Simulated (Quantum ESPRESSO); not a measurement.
A relaxation of the atoms of BePd (P4mm, 2 atoms in the cell) with Quantum ESPRESSO.

Computed with LDA (PZ), GBRV 1.5 ultrasoft (LDA) pseudopotentials (plane waves; Quantum ESPRESSO).

Input as run:

```fortran
&control
    calculation = 'relax',
    outdir = './tmp/',
    pseudo_dir = './',
    forc_conv_thr = 7.8e-04,
/
&system
    ibrav = 6,
    celldm(1) = 5.2972897212,
    celldm(3) = 1.000000000000,
    nat = 2,
    ntyp = 2,
    ecutwfc = 40,
    ecutrho = 320,
    occupations = 'smearing',
    smearing = 'fd',
    degauss = 0.0073499,
/
&electrons
    conv_thr = 1e-10,
    mixing_beta = 0.4,
/
&ions
/
ATOMIC_SPECIES
Be     9.0122  be_lda_v1.4.uspp.F.UPF
Pd   106.4200  pd_lda_v1.4.uspp.F.UPF
ATOMIC_POSITIONS crystal
Be    0.0000000000    0.0000000000    0.0535100000
Pd    0.5000000000    0.5000000000    0.5000000000
K_POINTS automatic
12 12 12  0 0 0
```

Log, with long lists cut:

```
     Self-consistent Calculation

     iteration #  1     ecut=    40.00 Ry     beta= 0.40

     negative rho (up, down):  7.471E-02 0.000E+00

     total energy              =    -225.92641042 Ry
     estimated scf accuracy    <       2.74706848 Ry

     iteration #  2     ecut=    40.00 Ry     beta= 0.40

     negative rho (up, down):  7.624E-02 0.000E+00

     total energy              =    -226.77241298 Ry
     estimated scf accuracy    <       0.78316400 Ry

     iteration #  3     ecut=    40.00 Ry     beta= 0.40

     negative rho (up, down):  7.686E-02 0.000E+00

     total energy              =    -226.88057209 Ry
     estimated scf accuracy    <       0.01152502 Ry

   [... 6 blocks of this kind left out ...]

     iteration # 10     ecut=    40.00 Ry     beta= 0.40

     negative rho (up, down):  7.786E-02 0.000E+00

     total energy              =    -226.88216954 Ry
     estimated scf accuracy    <          6.0E-10 Ry

     iteration # 11     ecut=    40.00 Ry     beta= 0.40

     negative rho (up, down):  7.786E-02 0.000E+00
     End of self-consistent calculation

     Number of k-points >= 100: set verbosity='high' to print the bands.

     the Fermi energy is    16.3444 ev

!    total energy              =    -226.88216954 Ry
     estimated scf accuracy    <          3.2E-11 Ry
     smearing contrib. (-TS)   =      -0.00187065 Ry
     internal energy E=F+TS    =    -226.88029890 Ry

     convergence has been achieved in  11 iterations

     negative rho (up, down):  7.786E-02 0.000E+00

     Forces acting on atoms (cartesian axes, Ry/au):

     atom    1 type  1   force =     0.00000000    0.00000000   -0.02318525
     atom    2 type  2   force =     0.00000000    0.00000000    0.02318525

     Total force =     0.032789     Total SCF correction =     0.000004

     BFGS Geometry Optimization
     Energy error            =      1.1E-03 Ry
   [... lines left out ...]
     the Fermi energy is    16.3473 ev
!    total energy              =    -226.88544865 Ry
     Total force =     0.000001     Total SCF correction =     0.000001
     bfgs converged in   6 scf cycles and   5 bfgs steps
   [... lines left out ...]
     (criteria: energy <  1.0E-04 Ry, force <  7.8E-04 Ry/Bohr)

     End of BFGS Geometry Optimization

     Final energy             =    -226.8854486452 Ry

     File ./tmp/pwscf.bfgs deleted, as requested
Begin final coordinates

ATOMIC_POSITIONS (crystal)
Be               0.0000000000        0.0000000000        0.0267525185
Pd               0.5000000000        0.5000000000        0.5267574815
End final coordinates

   JOB DONE.
```

The run converged.  The full log also holds: “WARNING: bfgs curvature condition failed, Theta= 0.958”. The full log also holds: “SCF correction compared to forces is large: reduce conv_thr to get better values”.

Summary of the result:
- Free energy E − TS: -3086.9338 eV
- Fermi level (on the code's own zero): 16.35 eV
- Relaxation steps: 5

The starting cell comes from a database of computed structures (which also holds hypothetical and non-ambient phases and stackings), without a prior relaxation at this level. Its lattice was rescaled by up to half a per cent. For this run, on top of that: one atom moved by 0.15 angstrom. Spin polarisation is off. The relaxation keeps the symmetry of its start, so its end need not be a minimum.

Cost on one core of a shared machine: roughly 70 s.
